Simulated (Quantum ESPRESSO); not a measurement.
A working Quantum ESPRESSO input for the (001) slab of PtSb2 (cut from a parent of space group no. 205; 12 atoms in the cell) (DFT, PBEsol, plane waves, GBRV 1.5 ultrasoft (PBESOL) pseudopotentials):

```fortran
&CONTROL
  calculation = 'scf',
  prefix = 'run',
  outdir = './out',
  pseudo_dir = './',
  tprnfor = .true.,
  tstress = .true.,
/
&SYSTEM
  ibrav = 0,
  nat = 12,
  ntyp = 2,
  ecutwfc = 40,
  ecutrho = 320,
  occupations = 'smearing',
  smearing = 'gauss',
  degauss = 0.0036749,
/
&ELECTRONS
  conv_thr = 1.0e-11,
  mixing_beta = 0.3,
  mixing_mode = 'local-TF',
/
ATOMIC_SPECIES
Sb   121.7600  sb_pbesol_v1.4.uspp.F.UPF
Pt   195.0840  pt_pbesol_v1.4.uspp.F.UPF
ATOMIC_POSITIONS {crystal}
Sb    0.6250000000    0.8750000000    0.6282530000
Sb    0.1250000000    0.6250000000    0.5427510000
Sb    0.6250000000    0.6250000000    0.4572490000
Sb    0.3750000000    0.3750000000    0.3717470000
Sb    0.8750000000    0.1250000000    0.4572490000
Sb    0.8750000000    0.3750000000    0.6282530000
Sb    0.1250000000    0.8750000000    0.3717470000
Sb    0.3750000000    0.1250000000    0.5427510000
Pt    0.0000000000    0.5000000000    0.4144980000
Pt    0.5000000000    0.0000000000    0.4144980000
Pt    0.0000000000    0.0000000000    0.5855020000
Pt    0.5000000000    0.5000000000    0.5855020000
K_POINTS {automatic}
2 2 1  0 0 0
CELL_PARAMETERS {angstrom}
   6.4998920000     0.0000000000     0.0000000000
   0.0000000000     6.4998920000     0.0000000000
   0.0000000000     0.0000000000    18.8300000000
```

The run converged in 24 iterations: free energy E − TS -31551.9568 eV; top of the valence band (on the code's own zero) 1.54 eV; gap on the k-point mesh 0.14 eV; pressure averaged over the cell with its vacuum -1.33 GPa; largest force (vector length) 1.041 eV/Å. Each of these slips is then made, one at a time:

(1)
```diff
+  input_dft = 'scan',
```

(2)
```diff
-  pseudo_dir = './',
+  pseudo_dir = './pseudo',
```

(3)
```diff
-  nat = 12,
+  nat = 11,
```

Question: How does each altered input end?

Answer: 
(1) A functional that needs a library missing from this build. The program stopped before any SCF iteration.
```
Error in routine set_dft_from_name (2):
libxc needed for this functional
```

(2) A wrong folder for the potentials. The program stopped before any SCF iteration.
```
Error in routine readpp (1):
file ./pseudo/sb_pbesol_v1.4.uspp.F.UPF not found
```

(3) An atom count that does not match the list of atoms. The run converged in 27 iterations without an error; against the sound input the largest force goes from 1.041 to 1.073 eV/Å. The full log also holds: “Warning: card PT    0.5000000000    0.5000000000    0.5855020000 ignored”.

The starting cell has typed, rounded lattice constants, without a prior relaxation at this level. The slab is cut from that crystal, and its faces are unrelaxed. Its lattice was rescaled in the plane by a random factor within 2.5 % of one. Spin-orbit coupling is off. Spin polarisation is off. In the base run, forces exceed 1 eV/Å.

Left out of this page: 4 runs of the series outside the window shown, repeating another row's setting, or not comparable.
